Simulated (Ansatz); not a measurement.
**2 layers of alpha-tellurene, started at antiparallel, shifted by (1/3,2/3) (facing atoms over hollows or bridges)**

Methods: PBE+D3(BJ) (plane waves to 420 eV, PAW; Ansatz, a first-principles code); PBE+D3(BJ) with spin-orbit coupling (plane waves to 420 eV, PAW; Ansatz). Geometries and values that name no level are of the first. Values not marked SOC have no spin–orbit coupling. Its k-point mesh 9×9×1, Fermi–Dirac width 0.01 eV. A dipole correction is on.

gap between facing atomic planes: 2.70 Å
step of the vacuum level across the stack (top less bottom): -0.05 eV
interaction energy of the frozen layers: -29.2 meV/Å²
interaction energy without the D3 term at this geometry: -1.1 meV/Å²
PBE gap over the mesh and listed points off it: 0.53 eV, indirect (lowest direct gap 0.77 eV)
valence and conduction edges under the vacuum level of the lower face: 4.91 and 4.38 eV
PBE+SOC gap at the same geometry: 0.14 eV

```
CELL_PARAMETERS angstrom
      4.15842     0.00000     0.00000
     -2.07921     3.60130     0.00000
      0.00000     0.00000    28.45400
ATOMIC_POSITIONS crystal
  Te 0.66667 0.33333 0.32248
  Te 0.00000 0.00000 0.38730
  Te 0.33333 0.66667 0.45241
  Te 0.66667 0.33333 0.54739
  Te 0.33333 0.66667 0.61277
  Te 0.00000 0.00000 0.67761
```
